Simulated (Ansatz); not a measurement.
**Effect of strain tensor (xx, yy, zz, yz, xz, xy) = (−0.57, +1.53, −2.17, −0.20, −0.33, −0.16) % on Ru2Si**

The reference is Ru2Si (space group Pnma, No. 62; a = 5.2659 Å, b = 4.0061 Å, c = 7.3957 Å; a cell from a computed database, its experimental status unchecked). Axes: x, y, z lie along a, b, c of the conventional cell.

It is then changed as follows: strain tensor (xx, yy, zz, yz, xz, xy) = (−0.57, +1.53, −2.17, −0.20, −0.33, −0.16) %; the atoms relax in the strained cell.

The values are results of Kohn–Sham DFT with the r2SCAN functional, run in Ansatz (a program for electronic structure) with PAW and 500 eV plane waves, spin-orbit coupling left out, earlier PAW set, not measurements. Γ-centred 7×9×5 mesh, Fermi–Dirac width 0.05 eV.

* **Volume per atom**: 12.84 Å³ (base 13.00 Å³)
* **Space group**: P-1 (No. 2) (base Pnma (No. 62))
* **Shortest interatomic distance**: 2.426 Å (base 2.440 Å)
* **Energy relative to the base (free energy F)**: +8.2 meV/atom
* **Pressure (mean of the normal stresses, compression positive)**: 4.0 GPa (base 0.0 GPa)
* **Band gap**: zero (base zero)
* **Stress (xx, yy, zz, yz, xz, xy; compression positive)**: (3.9, -0.1, 8.1, 0.5, 0.4, 0.4) GPa (rough)

Without a gap, meshes like the base's 7×9×5 leave anisotropic stresses uncertain by several tenths of a GPa, and small strain energies with them. Whether these cells are dynamically stable was not tested. All final runs are without spin polarisation.
